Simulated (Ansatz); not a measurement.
Consider GaSb in the zinc blende structure (space group F-43m, No. 216; a = 6.2134 Å).

The values are results of PBE (Ansatz, a quantum-chemistry and plane-wave program; PAW; 420 eV plane waves; spin-orbit coupling left out), not measurements.

Strains are applied to the cell and any free atomic positions relax.

One change was made to it. Results:

The pressure goes from zero to -1.8 GPa; the energy rises by 8.0 meV/atom.

Which change produced these results?
(A) isotropic strain +2.50 %
(B) isotropic strain +1.50 %
(C) isotropic strain +3.00 %
(D) isotropic strain −1.50 %
(E) isotropic strain −2.50 %

B, isotropic strain +1.50 %. For comparison, the pressure in the other runs: isotropic strain +2.50 % gives -2.8 GPa; isotropic strain +3.00 % gives -3.2 GPa; isotropic strain −1.50 % gives 2.3 GPa; isotropic strain −2.50 % gives 4.1 GPa.

Stability against distortions was not tested. All final runs are without spin polarisation. Gaps under 0.05 eV, about the width of the smearing, are given as zero.
